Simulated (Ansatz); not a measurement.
Here is the system:

```
ZrSi
1.0
    1.86756    -4.94101     0.00000
    1.86756     4.94101     0.00000
    0.00000     0.00000     3.73693
Zr Si
2 2
Direct
  0.64525   0.35475   0.25000
  0.35475   0.64525   0.75000
  0.92107   0.07893   0.25000
  0.07893   0.92107   0.75000
```

All values below come from PBEsol, DFPT electron-phonon coupling, linearised Boltzmann equation (plane waves, PAW, scalar-relativistic; Ansatz, a program for electronic structure). How the cell was made: relaxed with this functional, without spin-orbit coupling.

Predict the intrinsic resistivity at 300 K.

13.1 (x), 12.8 (y), 10.5 (z) μΩ·cm.

And the electrons' mean free path at that temperature?

21 (x), 18.8 (y), 21 (z) nm, weighted by the current that each state carries. Wires not much wider than this gain resistivity from their walls.

A metal at this level (no band gap). Only scattering by harmonic phonons is included (no impurities, grain boundaries, electron-electron scattering or thermal expansion). Spin-orbit coupling is left out. Halving the electron mesh (24x24x24) moves the resistivity by up to 7 % at 300 K, the mean free path by up to 3 %. Smearing 0.20 eV; phonons on a 4x4x4 q mesh, which this run doesn't test.

Formula and space group known from diffraction (Crystallography Open Database), not checked to be the room-temperature form: ZrSi (Cmcm).
